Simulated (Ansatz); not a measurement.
## Effect of isotropic strain +2.11 % on AlCr2C

Consider AlCr₂C (space group P6_3/mmc, No. 194; a = 2.812 Å, c = 12.599 Å; non-magnetic).

Now apply this change: an isotropic linear strain of +2.11 %, atoms relaxed at fixed cell.

All numbers come from PBEsol (Ansatz, a first-principles code; PAW; 420 eV plane waves; scalar-relativistic without spin-orbit coupling). Γ-centred 19×19×4 mesh, Fermi–Dirac width 0.05 eV.

- Volume per atom: 11.48 Å³ (base 10.78 Å³)
- Space group: P6_3/mmc (No. 194) (base P6_3/mmc (No. 194))
- Shortest interatomic distance: 1.965 Å (base 1.940 Å)
- Energy relative to the base (free energy F): +25 meV/atom
- Pressure (mean of the normal stresses, compression positive): -11.0 GPa (base 0.0 GPa)
- Band gap: zero (base zero)
- Largest internal atomic displacement: 0.031 Å

No phonon test of stability was made. Seeded moments were not kept for the base. All final runs are without spin polarisation.
